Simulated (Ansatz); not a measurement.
ScAl3: Sc interstitial (started 1.78 Å from the nearest host atom), symmetric start

The parent structure is a 16-atom supercell of ScAl3 in the Cu3Au type structure (space group Pm-3m, No. 221; a = 4.106 Å) at its relaxed geometry.

One thing is altered: a neutral Sc interstitial (started 1.78 Å from the nearest host atom), symmetric start, atoms relaxed at fixed cell.

Calculations: PBE (Ansatz, a program for electronic structure), spin-orbit coupling left out. k-mesh 6×6×6 (Γ-centred); smearing 0.05 eV (Fermi–Dirac).

```yaml
pressure: 12.4 GPa (base 0.0 GPa)
largest_displacement_of_a_host_atom_from_its_site_in_the_perfect_cell: 0.83 Å
final_site_of_the_added_atom: 4 Sc at 2.07–3.55 Å and 9 Al at 2.49–2.98 Å
```

Cost of the whole job for the changed cell (relaxation, final SCF and bands): very roughly 5 core-minutes.

In so small a cell the defect repeats every few ångströms: this is an ordered compound, not a dilute defect. The defect started on the symmetric site and kept its symmetry, so it may sit on a saddle. All final runs are without spin polarisation. The defect cell is not spin-polarised.
